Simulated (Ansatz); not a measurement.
The starting structures come from a database of crystals and need not be the phases stable at ambient conditions.

The decay constant κ of evanescent states in the gap governs leakage through a thin film.

Consider the following.

```
MgSr3Ta2O9
1.0
    7.03266     0.00000     0.00000
    0.00000     9.90778     0.00000
    0.00000     4.95389     2.86013
Sr Mg Ta O
3 1 2 9
Direct
  0.00000   0.00000   0.00000
  0.67372   0.33333   0.00000
  0.32628   0.66667   0.00000
  0.50000   0.00000   0.00000
  0.18106   0.33333   0.00000
  0.81894   0.66667   0.00000
  0.00000   0.50000   0.50000
  0.00000   0.00000   0.50000
  0.00000   0.50000   0.00000
  0.32705   0.16851   0.49449
  0.67295   0.83149   0.50552
  0.32705   0.66299   0.50552
  0.67295   0.33701   0.49449
  0.32705   0.16851   0.00000
  0.67295   0.83149   0.00000
```

Space group of this cell: P-3m1. The cell is taken as given; by PBEsol its mean pressure is -6.5 GPa.

Transport runs along the normal of the first two printed cell vectors, the (110) plane of the conventional cell.

No gap correction and no spin-orbit coupling; mid-gap values are interpolated between computed energies.

### Question
Give the band gap and the smallest decay constant κ at mid-gap that Ansatz (a first-principles code) with PBEsol yields.

### Answer
Gap 3.24 eV on a 4×10×10 mesh; κ = 0.293 1/Å, at the zone centre.
